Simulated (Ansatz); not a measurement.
AlB2-type MgB2 was calculated with LDA (plane waves, PAW; Ansatz, a quantum-chemistry and plane-wave program).

Run with plane-wave cutoff 520 eV, 24×24×16 k mesh (along the axes of the cell as run), Fermi–Dirac smearing 0.05 eV, scalar-relativistic PAW data made under PBE.

Properties against volume:

Shape and atoms are relaxed at each volume.

```tsv
V (Å³/atom)	P (GPa)	c (Å)	a (Å)
8.822	6.82	3.387	3.004
9.006	3.25	3.420	3.020
9.190	0.00	3.453	3.036
9.374	-2.97	3.486	3.052
9.557	-5.67	3.519	3.067
```

Note: the bulk modulus comes from volumes at which shape and atoms were relaxed.
